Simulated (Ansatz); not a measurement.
Input and output of a relaxation of cell and atoms for CaMgNi4 (F-43m, 6 atoms in the cell) (Ansatz, a program for electronic structure).

Computed with LDA (PW92), default PAW files made with PBE (plane waves; Ansatz).

The change in words: atoms on their sites; basis.ecutwfc: 420 eV → 630 eV; relax: default → cell and atoms. Reference geometry:
```yaml
crystal:
  lattice:
    - [0.00000, 3.48248, 3.48248]
    - [3.48248, 0.00000, 3.48248]
    - [3.48248, 3.48248, 0.00000]
  atoms:
    - { symbol: Ca, position: [0.50414, 0.50414, 0.50414] }
    - { symbol: Mg, position: [0.75000, 0.75000, 0.75000] }
    - { symbol: Ni, position: [0.12406, 0.12406, 0.12406], spin: 2.0 }
    - { symbol: Ni, position: [0.62782, 0.12406, 0.12406], spin: 2.0 }
    - { symbol: Ni, position: [0.12406, 0.12406, 0.62782], spin: 2.0 }
    - { symbol: Ni, position: [0.12406, 0.62782, 0.12406], spin: 2.0 }
```
(The spins are starting values, not results.)

Reference input (self-consistent single point, DFT, LDA (PW92), plane waves, default PAW files made with PBE): basis.ecutwfc = 420 eV; kpoints.mp_grid.grid = 4 4 4; hamiltonian.xc = lda; hamiltonian.pseudopotentials = {kind: paw} (the program's default PAW files); magnetization.spin_polarized = true; scf.occupations.method = fermi_dirac; scf.occupations.width = 0.1 eV. This run's input differs from it in these lines:

Ansatz 0.2 input:
```diff
@@ -7,3 +7,3 @@
   atoms:
-    - { symbol: Ca, position: [0.50414500, 0.50414500, 0.50414500] }
+    - { symbol: Ca, position: [0.50000000, 0.50000000, 0.50000000] }
     - { symbol: Mg, position: [0.75000000, 0.75000000, 0.75000000] }
@@ -14,3 +14,3 @@
 basis:
-  ecutwfc: 420.0
+  ecutwfc: 630.0
 kpoints:
@@ -24,2 +24,4 @@
   occupations: { method: fermi_dirac, width: 0.1 }
+relax:
+  cell: {}
 output:
```

The program printed (abridged):

```
   [... SCF lines of the steps left out ...]
relax step   1: F+E_penalty+E_count = -26769.13937896 eV  Δ(F+E_penalty+E_count) = +0.000e0 eV  max|allowed force component| = 1.565e-2 eV/Å  Δτ_max = 0.0000 Å  P = -7.729 GPa  Ω = 84.469 Å³  (18 SCF iters, dr2 threshold 1.00e-7 eV, accepted)
relax step   2: F+E_penalty+E_count = -26769.27183778 eV  Δ(F+E_penalty+E_count) = -1.325e-1 eV  max|allowed force component| = 6.286e-3 eV/Å  Δτ_max = 0.0023 Å  P = -2.075 GPa  Ω = 80.290 Å³  energy of the carried Pulay correction = +8.264e-4 eV  [...]
relax step   3: F+E_penalty+E_count = -26769.28038745 eV  Δ(F+E_penalty+E_count) = -8.550e-3 eV  max|allowed force component| = 1.227e-3 eV/Å  Δτ_max = 0.0010 Å  P = +0.271 GPa  Ω = 78.857 Å³  energy of the carried Pulay correction = +1.126e-3 eV  [...]
relax step   4: F+E_penalty+E_count = -26769.28048888 eV  Δ(F+E_penalty+E_count) = -1.014e-4 eV  max|allowed force component| = 5.597e-5 eV/Å  Δτ_max = 0.0001 Å  P = -0.006 GPa  Ω = 79.020 Å³  energy of the carried Pulay correction = +1.092e-3 eV  [...]
relax step   5: F+E_penalty+E_count = -26769.27950120 eV  Δ(F+E_penalty+E_count) = +9.877e-4 eV  max|allowed force component| = 6.621e-5 eV/Å  Δτ_max = 0.0000 Å  P = -0.010 GPa  Ω = 79.020 Å³  stress off target by 1.02e-2 GPa  SCF on the basis [...]
basis re-selected at this cell: Δ(F+E_penalty+E_count) = +9.877e-4 eV, ΔP = -0.004 GPa vs the last step
the relaxation is at rest under the 24 symmetry operations that the run kept from its start: a minimum is not shown …
the relaxation's final electronic state is not compared with the one that a single-point calculation of its input finds at the relaxed geometry …
Magnetization: 0.0000 μB (46.0000 up, 46.0000 down)
   [... lines left out ...]
Absolute magnetization: 0.0000 μB (∫|ρ↑−ρ↓|, with the PAW one-centre terms)
Free energy (F): -26769.279501 eV
Fermi energy:    14.084623 eV
  cell:  # Å, volume = 79.0203 Å³
   [... lines left out ...]
    - { symbol: Mg, position: [0.75, 0.75, 0.75] }
    - { symbol: Ni, position: [0.12432129083326231, 0.12432129083326231, 0.12432129083326231] }
    - { symbol: Ni, position: [0.6270361275002132, 0.12432129083326232, 0.12432129083326227] }
    - { symbol: Ni, position: [0.12432129083326231, 0.12432129083326231, 0.6270361275002132] }
    - { symbol: Ni, position: [0.12432129083326232, 0.6270361275002132, 0.12432129083326227] }
```

The run converged.  The full log also holds: “iter 7 did not close the SCF: its close was put off for a magnetic moment that had not settled (scf_convergence_deferred on its scf_iter line)”.

Summary of the result:
| Quantity | Value |
|---|---|
| Free energy E − TS (on the zero of these files) | -26769.2795 eV |
| Fermi level (on the code's own zero) | 14.08 eV |
| Pressure | -0.01 GPa |
| Size of the cell's spin moment | 0.00 μB |
| Final cell | a = 4.8167 Å, b = 4.8167 Å, c = 4.8167 Å, α = 60.00°, β = 60.00°, γ = 60.00° |
| Final volume per atom | 13.17 Å³ |
| Relaxation steps | 5 |

The starting cell comes from a database of computed structures (which also holds hypothetical and non-ambient phases and stackings), without a prior relaxation at this level. Its lattice was rescaled by up to half a per cent. The starting moments vanished: the run ended non-magnetic, which need not be the lowest state. The program warned that a starting moment was not kept. The relaxation keeps the symmetry of its start, so its end need not be a minimum. Ansatz's pressure includes its estimate of the finite-basis (Pulay) stress.

Cost on one core of a shared machine: roughly 80 s.
